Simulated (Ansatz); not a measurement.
The parent structure is CdS in the wurtzite structure (space group P6_3mc, No. 186; a = 4.074 Å, c = 6.637 Å). Axes: x lies along a and z along c of the hexagonal cell.

Computed with Kohn–Sham DFT with the LDA functional, run in Ansatz (a program for electronic structure) with PAW and 420 eV plane waves, no spin-orbit coupling.

For the base:

- Electron mass = 0.11 mₑ along c, 0.11 mₑ across (at Γ)
- Valence-band top at Γ = 0.00, 0.00, -0.06 eV

Perturbation: the cell is compressed by 3.00 % along z with no lateral relaxation; the atoms relax in the strained cell.

### Question
What does the calculation give for the electron mass, valence-band top at Γ, largest internal atomic displacement and stress after the change?

### Answer
The electron mass changes from 0.11 mₑ along c, 0.11 mₑ across (at Γ) to 0.12 mₑ (at Γ); the valence-band top at Γ (three highest levels, from the VBM) goes from 0.00, 0.00, -0.06 eV to 0.00, -0.01, -0.01 eV; the largest internal atomic displacement amounts to 0.025 Å; the stress (xx, yy, zz, yz, xz, xy; compression positive) amounts to (1.69, 1.69, 3.16, 0.00, 0.00, 0.00) GPa.

The levels and masses belong to the bands next to the band gap. Masses are band curvatures over ±0.01 Å⁻¹ around the edge. No phonon test of stability was made.
